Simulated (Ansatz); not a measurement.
Take Ti in the hcp (Mg type) structure (space group P6_3/mmc, No. 194; a = 2.936 Å, c = 4.637 Å) as the base. Axes: x lies along a and z along c of the hexagonal cell.

Calculations: r2SCAN/PAW in Ansatz (a first-principles code), no SOC, earlier PAW set.

For the base:

```
Quantity                         Value
-----------------------------  -------
Shortest interatomic distance  2.872 Å
```

Modification: a free-standing slab of 4 layers (4 atoms, 1 a layer) is cut normal to the z axis, with 15 Å of vacuum and the in-plane cell held at bulk.

How does this affect the shortest interatomic distance?

The shortest interatomic distance drops by 0.138 Å, from 2.872 Å to 2.734 Å.

What does the calculation give for the excess energy per area of both faces after the change?

The excess energy per area of both faces (slab less bulk energy over the cell's area: twice a surface energy) is 4.4 J/m² (uncertain by up to 0.09 J/m²).

Predict the new change of the spacing d23 from its bulk value of 2.319 Å.

The change of the spacing d23 from its bulk value of 2.319 Å comes out as +5.8 %.

Estimate the effect on the change of the spacing d12 from its bulk value of 2.319 Å.

The change of the spacing d12 from its bulk value of 2.319 Å is -7.5 %.

The excess energy carries the mismatch between the slab's and the bulk's meshes. Stability against distortions was not tested. The final runs are not spin-polarised.
